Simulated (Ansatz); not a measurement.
A constructed model of the (100) surface of fcc Cu, a layer of Mn in place of the third plane (bottom of the slab: a bare face, its two planes held)

The numbers are results of PBE (plane waves to 420 eV, PAW; Ansatz, a quantum-chemistry and plane-wave program), not measurements.

Slab: 6 atoms, 9.2 Å thick at the start (thin: gaps and levels are the slab's own); k 15x15x1, smearing 0.1 eV, dipole-corrected; 2 atoms held, the rest relaxed; start symmetry kept, larger cells not searched; spin-polarised, ending with about 3.3 μB a cell; orders that need a larger cell were not tried, no spin-orbit, no U. In PBE it lies 0.01 eV a 1x1 cell over the lowest computed structure of the same composition (a layer of Mn in place of the second plane).

```json
{
  "work_function_of_the_top_face": "4.51 eV",
  "energy_released_by_relaxation": "0.008 eV",
  "magnetic_moment_of_the_cell": "3.26 μB",
  "cost": "roughly 4 core-minutes"
}
```
